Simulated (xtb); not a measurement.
xtb 6.7.1, GFN1-xTB: Si(Me)(OMe)(OSiH3)2 (CO[Si](C)(O[SiH3])O[SiH3]), 20 atoms. The geometry is a generated start, not checked to be a minimum at this level.

```yaml
method: GFN1-xTB
"--acc": 1 (default)
"--etemp (K)": 300 (default)
detailed input (--input): "none: ANC optimiser, Lindh (1995) Hessian, microcycle=20, maxdispl=1.0, hlow=0.01 (default)"
basis_functions: 74
valence_electrons: 50
```

```xyz
20

C     -2.0971    -1.5159    -1.0585
O     -1.4732    -0.2909    -0.7982
Si    -0.1489     0.0023     0.0882
C     -0.3819    -0.2094     1.9566
O      0.2396     1.5276    -0.2717
Si    -0.1455     3.0994    -0.3428
O      1.0625    -0.9528    -0.4170
Si     2.6234    -1.3887    -0.4244
H     -1.4193    -2.1788    -1.6042
H     -2.4016    -2.0068    -0.1318
H     -2.9781    -1.3138    -1.6692
H     -1.1652     0.4427     2.3298
H      0.5330     0.0369     2.4867
H     -0.6457    -1.2295     2.2193
H     -1.2003     3.2971    -1.3350
H      1.1157     3.7353    -0.7191
H     -0.5987     3.5257     0.9841
H      3.4282    -0.3080    -0.9905
H      2.6250    -2.5930    -1.2561
H      3.0282    -1.6795     0.9538
```

The structure is relaxed from this start with --opt LEVEL for the levels crude, sloppy, loose, lax, normal, tight, vtight, extreme, once each. Up to the end of the extreme run atoms move by at most 0.66 Å along an axis.

What is the loosest level that ends within 5 meV of the extreme run, and how many cycles does it take?

sloppy: 16 cycles against 53, ending 4.0 meV above.

```
level    cycles  energy above the extreme run (meV)  gradient norm (eV/Å)
-------  ------  ----------------------------------  --------------------
crude        10                                  32                  0.30
sloppy       16                                 4.0                  0.17
loose        17                                 2.7                  0.10
lax          19                                 1.8                  0.12
normal       23                                0.89                 0.030
tight        29                                0.18                 0.017
vtight       44                               0.014                0.0039
extreme      53                                   —                0.0013
```
